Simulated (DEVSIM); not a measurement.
Device: Cr/Al2O3/p-Ge capacitor, at 300 K.

| layer (left to right) | material | thickness (nm) | Na (cm⁻³) |
|---|---|---|---|
| 1 | Al2O3 | 18.0 | - |
| 2 | Ge | 2700 | 4.7e16 |

Metal gate on the left, work function 4.5 eV. Fixed charge at the semiconductor interface 1.5e11 cm⁻² (in units of +e); interface traps 2.3e10 cm⁻² eV⁻¹, uniform in energy, neutral level at 0.3 of the gap above the valence band.

The device is made up for the run: typed textbook-type constants, with dimensions and the other settings drawn at random. Values at 300 K; Nc and Nv go as T^1.5, mobilities as T to minus their exponent, the gap by Varshni's rule with the affinity fixed.

| parameter | Al2O3 | Ge |
|---|---|---|
| gap (eV) | 6.8 | 0.664 |
| affinity (eV) | 1.35 | 4 |
| permittivity | 9 | 16 |
| Nc (cm⁻³) | - | 1.04e19 |
| Nv (cm⁻³) | - | 6e18 |
| Varshni α (eV/K) | - | 0.000477 |
| Varshni β (K) | - | 235 |

DEVSIM, 1D Poisson equation in equilibrium, Boltzmann statistics, complete ionisation; no quantum confinement or tunnelling. Metal contacts follow the ideal Schottky-Mott rule: no Fermi-level pinning, no interface dipoles.

The temperature was swept, all else fixed.

```
temperature (K)  minimum of the low-frequency capacitance (μF/cm²)  threshold voltage (band bending 2φF) (V)  flat-band voltage (V)
---------------  -------------------------------------------------  ----------------------------------------  ---------------------
250                                                         0.0984                                      0.57                  -0.14
300                                                          0.109                                      0.52                  -0.09
350                                                          0.124                                      0.47                  -0.05
400                                                          0.148                                      0.41                   0.00
450                                                          0.184                                      0.35                   0.05
500                                                          0.230                                      0.28                   0.10
```

From the first row to the last the minimum of the low-frequency capacitance goes from 0.0984 to 0.230. From the first row to the last the threshold voltage (band bending 2φF) goes from 0.57 to 0.28.
